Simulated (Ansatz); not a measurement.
The starting structures come from a database of crystals and need not be the phases stable at ambient conditions.

By LDA, the system below comes out a metal.

Here is the system:

```
CELL_PARAMETERS angstrom
      3.38244     0.00000     0.00000
      0.00000     4.21574     0.00000
      1.69122    -2.10787     1.95466
ATOMIC_POSITIONS crystal
  Sn 0.00000 0.00000 0.00000
```

Space group of this cell: Immm. The cell is taken as given; by LDA its mean pressure is -3.9 GPa.

The current flows along the normal of the first two printed cell vectors. No spin-orbit coupling; the value is a mean over 0.1 eV about the Fermi level.

**Question.** Give the ballistic conductance per area that LDA run with Ansatz (an electronic-structure program) yields.

**Answer.** 1.2 × 10¹⁵ S/m² for both spins.
